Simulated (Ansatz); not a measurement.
Levels about the gap of amorphous Hf₁₈O₃₅ (53 atoms in a cell of 686 Å³, 9.13 g/cm³; zone centre alone, so wide bands show as single levels with stretches between that a denser mesh fills), at the geometry that PBE relaxed, where it gives -2.5 GPa on a denser mesh. The participation number counts the atoms over which a state spreads; weights are charges in smoothed Voronoi cells. The levels come from a single point, so bond lengths are those of that geometry. Method of the levels: r2SCAN, scalar-relativistic without spin-orbit coupling (Ansatz, a first-principles code). Sampling: the zone centre alone; Fermi-Dirac width 0.01 eV; collinear spin, started from moments on atoms (the moments died out). The usual formal charges leave 2 electrons over, so the level spacing at the Fermi energy parts defect or band states and needn't be the band gap.

Preparation: random packing, a CHGNet melt and quench, and a DFT relaxation. O atoms were pushed apart under 1.9 Å during the dynamics, to hinder bonds among them. The hot cell started wider than the set density and was brought back towards it in steps. It is the lowest in DFT energy of 2 quenches. It is a model cell: composition and starting density were chosen by hand, and all elements were melted together. No dispersion term was used. Its density started from a set value of 9.13 and ended at 9.13 g/cm³. Cooling (nominally 380 K/ps over its main leg) ran many orders faster than in experiment, which tends to leave more defects and strain. Values belong to this one cell and scatter from quench to quench. The volume was held where the preparation left it and the shape relaxed, at a PBE pressure of -2.5 GPa (tension). Stress components on the final sampling reach 2.6 GPa. On a 2×2×2 Γ-centred mesh force components of up to 0.19 eV/Å stay, since the relaxation ran on the zone centre alone.

| E - E(highest filled), eV | filling | spin | participation number | largest on | weight O | weight Hf |
|---|---|---|---|---|---|---|
| -3.05 | filled | dn | 17.9 | O, 3 neighbours | 0.95 | 0.05 |
| -2.99 | filled | dn | 9.8 | O, 3 neighbours | 0.95 | 0.05 |
| -2.99 | filled | up | 9.8 | O, 3 neighbours | 0.95 | 0.05 |
| -2.79 | filled | dn | 5.9 | O, 2 neighbours | 0.96 | 0.04 |
| -2.79 | filled | up | 5.9 | O, 2 neighbours | 0.96 | 0.04 |
| 0.00 | filled | up | 7.3 | Hf, 6 neighbours | 0.34 | 0.66 |
| 0.00 | filled | dn | 7.3 | Hf, 6 neighbours | 0.34 | 0.66 |
| 1.60 | empty | up | 18.4 | Hf, 6 neighbours | 0.39 | 0.61 |
| 1.60 | empty | dn | 18.4 | Hf, 6 neighbours | 0.39 | 0.61 |
| 1.82 | empty | dn | 19.0 | Hf, 7 neighbours | 0.35 | 0.65 |
| 1.82 | empty | up | 19.0 | Hf, 7 neighbours | 0.35 | 0.65 |
| 1.86 | empty | dn | 20.5 | Hf, 6 neighbours | 0.40 | 0.60 |
| 1.86 | empty | up | 20.5 | Hf, 6 neighbours | 0.40 | 0.60 |
| 1.97 | empty | dn | 25.0 | Hf, 5 neighbours | 0.36 | 0.64 |

Most localised among these is the filled level at -2.79 eV, on a O atom, which has 2 neighbours (Hf 1.98 Å, Hf 2.05 Å).
